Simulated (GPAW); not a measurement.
Band structure of W (Im-3m, 1 atom in the cell).

```xyz
1
Lattice="-1.5459 1.5459 1.5459 1.5459 -1.5459 1.5459 1.5459 1.5459 -1.5459" Properties=species:S:1:pos:R:3 pbc="T T T"
W      0.0000     0.0000     0.0000
```

Method: PBE, GPAW PAW datasets PBE (gpaw-data 1.0.1) (plane waves; GPAW).

Settings: mode = pw; ecut = 550 eV; xc = PBE; kpts = 12 12 12; mesh shift (steps) = 0 0 0; occupations.name = fermi-dirac; occupations.width = 0.1 eV; nbands = -7; symmetry.symmorphic = false; symmetry.tolerance = 0.0005; maxiter = 150; bandpath_npoints = 40.

The starting cell has typed, rounded lattice constants, without a prior relaxation at this level. Its lattice was rescaled by a random factor within 2.5 % of one. Spin-orbit coupling is off. Spin polarisation is off.

Levels in eV from the Fermi level, bands 4 to 11:
```tsv
point	4	5	6	7	8	9	10	11
Γ	-37.57	-9.94	-1.32	-1.32	-1.32	2.43	2.43	15.01
H	-38.68	-6.39	-6.39	5.72	5.72	5.72	8.90	8.90
N	-37.58	-6.69	-3.88	0.97	2.38	3.45	6.84	11.84
P	-38.38	-3.09	-3.09	-3.09	3.64	3.64	7.46	13.15
```

Bands cross the Fermi level along this path, so the cell is metallic at this level.
